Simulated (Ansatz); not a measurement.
Take InAs in the zinc blende structure (space group F-43m, No. 216) as the base.

```
InAs
1.0
    0.00000     3.09331     3.09331
    3.09331     0.00000     3.09331
    3.09331     3.09331     0.00000
As In
1 1
Direct
  0.75000   0.75000   0.75000
  0.00000   0.00000   0.00000
```

Calculations: PBE/PAW in Ansatz (a program for electronic structure), scalar-relativistic without spin-orbit coupling, earlier PAW set.

Before the change:

| Item | Result |
|---|---|
| Lattice parameter a | 11.691 bohr |
| Band gap | zero |

Perturbation: cell and atoms relaxed at a pressure of 5 GPa.

Task: What does the calculation give for the lattice parameter a after the change?

Result: The lattice parameter a decreases by 0.323 bohr (11.691 bohr → 11.368 bohr).

Task: What does the calculation give for the band gap after the change?

Result: The band gap is still zero.

Load acts through the strain it causes; cell and atoms are relaxed under it. Stability against distortions was not tested. Tetrahedral semiconductors of this kind turn to denser phases somewhere between about 1 and 50 GPa; those were not computed, so compressed cells here can lie past the real transition. All final runs are without spin polarisation. A zero or small gap of InAs can be the functional's error rather than a property of the material.
